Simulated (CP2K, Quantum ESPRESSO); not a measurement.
A Quantum ESPRESSO input for a self-consistent single point of BeTe (P6_3mc, 4 atoms in the cell) (DFT, LDA (PZ), plane waves, PSlibrary ultrasoft (LDA) pseudopotentials):

```fortran
&CONTROL
  calculation = 'scf',
  prefix = 'run',
  outdir = './tmp/',
  pseudo_dir = './',
  verbosity = 'high',
  tprnfor = .true.,
  tstress = .true.,
/
&SYSTEM
  ibrav = 0,
  nat = 4,
  ntyp = 2,
  ecutwfc = 40,
  ecutrho = 240,
  occupations = 'fixed',
  nbnd = 12,
/
&ELECTRONS
  conv_thr = 1.0d-10,
/
ATOMIC_SPECIES
Be     9.0122  Be.pz-n-rrkjus_psl.1.0.0.UPF
Te   127.6000  Te.pz-n-rrkjus_psl.1.0.0.UPF
ATOMIC_POSITIONS {angstrom}
Be    1.99832007    1.15373063    3.29621731
Be    0.00000000    2.30746126    0.00283231
Te    1.99832007    1.15373063    5.76059144
Te    0.00000000    2.30746126    2.46720644
K_POINTS {automatic}
10 10 5  0 0 0
CELL_PARAMETERS {angstrom}
   3.99664013     0.00000000     0.00000000
  -1.99832007     3.46119188     0.00000000
   0.00000000     0.00000000     6.58677000
```

Give the CP2K input for the same structure, mesh, smearing and functional.

One input that does it (others would too):

```
&GLOBAL
  PROJECT scf
  RUN_TYPE ENERGY_FORCE
  PRINT_LEVEL MEDIUM
&END GLOBAL
&FORCE_EVAL
  METHOD Quickstep
  STRESS_TENSOR ANALYTICAL
  &DFT
    BASIS_SET_FILE_NAME BASIS_MOLOPT
    POTENTIAL_FILE_NAME GTH_POTENTIALS
    &QS
      METHOD GPW
      EPS_DEFAULT 1E-11
    &END QS
    &MGRID
      CUTOFF 600
      REL_CUTOFF 60
      NGRIDS 5
    &END MGRID
    &SCF
      SCF_GUESS ATOMIC
      EPS_SCF 1E-6
      MAX_SCF 100
      ADDED_MOS 5
      &DIAGONALIZATION
        ALGORITHM STANDARD
      &END DIAGONALIZATION
      &MIXING
        METHOD BROYDEN_MIXING
        ALPHA 0.4
        NBUFFER 10
        BETA 1.5
      &END MIXING
    &END SCF
    &KPOINTS
      SCHEME MONKHORST-PACK 10 10 5
      GAMMA_CENTERED T
    &END KPOINTS
    &XC
      &XC_FUNCTIONAL PADE
      &END XC_FUNCTIONAL
    &END XC
    &PRINT
      &MO
        EIGENVALUES T
        OCCUPATION_NUMBERS T
        NDIGITS 8
        FILENAME mo
        &EACH
          QS_SCF 0
        &END EACH
        ADD_LAST NUMERIC
      &END MO
      &MULLIKEN ON
      &END MULLIKEN
    &END PRINT
  &END DFT
  &SUBSYS
    &CELL
      A 3.99664000 0.00000000 0.00000000
      B -1.99832000 3.46119200 0.00000000
      C 0.00000000 0.00000000 6.58677000
      PERIODIC XYZ
    &END CELL
    &COORD
      SCALED
      Be       0.66666700     0.33333300     0.50043000
      Be       0.33333300     0.66666700     0.00043000
      Te       0.66666700     0.33333300     0.87457000
      Te       0.33333300     0.66666700     0.37457000
    &END COORD
    &KIND Be
      BASIS_SET DZVP-MOLOPT-SR-GTH
      POTENTIAL GTH-PADE-q4
    &END KIND
    &KIND Te
      BASIS_SET DZVP-MOLOPT-SR-GTH
      POTENTIAL GTH-PADE-q6
    &END KIND
  &END SUBSYS
  &PRINT
    &FORCES ON
    &END FORCES
    &STRESS_TENSOR ON
    &END STRESS_TENSOR
  &END PRINT
&END FORCE_EVAL
```

Basis, cutoffs, solver keys and any potentials are the target program's own. This input uses DFT LDA (Pade form), GPW, DZVP-MOLOPT-SR-GTH basis, GTH-PADE potentials (GTH_POTENTIALS). LDA parametrisations can differ slightly between programs. Both were run: pressure -3.12 GPa in Quantum ESPRESSO and -2.84 in CP2K; largest force 0.009 eV/Å in Quantum ESPRESSO and 0.010 in CP2K; gap on the mesh 2.174 eV in Quantum ESPRESSO and 2.367 in CP2K.

On CP2K: the starting cell comes from a database of computed structures (which also holds hypothetical and non-ambient phases and stackings), without a prior relaxation at this level. Spin-orbit coupling is off. Values carry the incompleteness of an atom-centred basis.

On Quantum ESPRESSO: the starting cell comes from a database of computed structures (which also holds hypothetical and non-ambient phases and stackings), without a prior relaxation at this level. Spin-orbit coupling is off. With a pressure of about -3 GPa the cell is away from its equilibrium volume at this level.
